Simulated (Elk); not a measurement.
Input and output of a self-consistent single point for InSe (C2/m, 4 atoms in the cell) (Elk).

Method of the run: PBEsol, all-electron FP-LAPW, Elk's shipped species files, APW+lo basis with extra local orbitals (Elk 10.2.4).

The change in words: lattice scaled by 0.98. Reference geometry:
```
InSe
1.0
    5.82639    -2.05465     0.00000
    5.82639     2.05465     0.00000
   -1.72323     0.00000     4.77135
In Se
2 2
Direct
  0.11180   0.11180   0.95316
  0.88820   0.88820   0.04684
  0.33907   0.33907   0.33104
  0.66093   0.66093   0.66896
```

Reference input (self-consistent single point, DFT, PBEsol, all-electron FP-LAPW, Elk's shipped species files, APW+lo basis with extra local orbitals): xctype = 22; rgkmax = 7.5; stype = 0; swidth = 0.0001 Ha; ngridk = 5 5 4; gmaxvr = 16 1/bohr; nxlo = 2; lorbcnd = true; rmtscf = 0.95; lmaxi = 2. This run's input differs from it in these lines:

```diff
@@ -31,5 +31,5 @@
 avec
-   11.0102908439   -3.8827257820    0.0000000000
-   11.0102908439    3.8827257820    0.0000000000
-   -3.2564365292    0.0000000000    9.0165485242
+   10.7900848380   -3.8050712663    0.0000000000
+   10.7900848380    3.8050712663    0.0000000000
+   -3.1913071183    0.0000000000    8.8362176293
```

Output (repeated stretches shortened):

```
│ Self-consistent loop started │
│ Loop number : 1 │
 total energy                :     -16629.4994310
│ Loop number : 2 │
 total energy                :     -16629.4887721
RMS change in Kohn-Sham potential (target) :   0.1284747735     (  0.1000000000E-05)
Absolute change in total energy (target)   :   0.1065893019E-01 (  0.1000000000E-03)
│ Loop number : 3 │
 total energy                :     -16629.1444593
RMS change in Kohn-Sham potential (target) :   0.1234056719     (  0.1000000000E-05)
Absolute change in total energy (target)   :   0.3469775363     (  0.1000000000E-03)
│ Loop number : 4 │
   [... lines left out ...]
Absolute change in total energy (target)   :   0.6953753364E-03 (  0.1000000000E-03)
│ Loop number : 14 │
 total energy                :     -16618.6138006
RMS change in Kohn-Sham potential (target) :   0.1432858371E-06 (  0.1000000000E-05)
Absolute change in total energy (target)   :   0.2008317751E-03 (  0.1000000000E-03)
│ Loop number : 15 │
 total energy                :     -16618.6137759
RMS change in Kohn-Sham potential (target) :   0.3670554248E-07 (  0.1000000000E-05)
Absolute change in total energy (target)   :   0.7492077566E-04 (  0.1000000000E-03)
Convergence targets achieved

│ Loop number : 16 │

Energies :
 Fermi                       :     0.166656939123
 total energy                :     -16618.6137736

Density of states at Fermi energy :   0.8472650548E-05
 (states/Hartree/unit cell)

Estimated indirect band gap :   0.4165610549E-01
 from k-point     22 to k-point     25
Estimated direct band gap   :   0.5207667216E-01
 at k-point     22

Charges :
 core                        :    96.00000000
 valence                     :    70.00000000
 interstitial                :    7.503525139
 muffin-tins (core leakage)
  species :    1 (In)
   atom    1                 :    47.10173005     (  0.2752429605E-03)
   atom    2                 :    47.10173005     (  0.2752429605E-03)
  species :    2 (Se)
   atom    1                 :    32.14650738     (  0.1292938570E-03)
   atom    2                 :    32.14650738     (  0.1292938570E-03)
 total in muffin-tins        :    158.4964749
 total calculated charge     :    165.9784447
 total charge                :    166.0000000
 error                       :   0.2155530093E-01

│ Self-consistent loop stopped │
```

The run converged in 16 iterations. The count includes the last loop, which Elk runs after its targets are met. Against the reference run the total energy goes up by 6.3 meV/atom and the gap on the mesh goes from 1.043 to 1.134 eV.

The starting cell comes from a database of computed structures (which also holds hypothetical and non-ambient phases and stackings), without a prior relaxation at this level. For this run, on top of that: lattice scaled by 0.98. Values depend on the basis (sphere radii, cutoffs, local orbitals), which need not be converged.

Cost on one core of a shared machine: roughly 60 s.
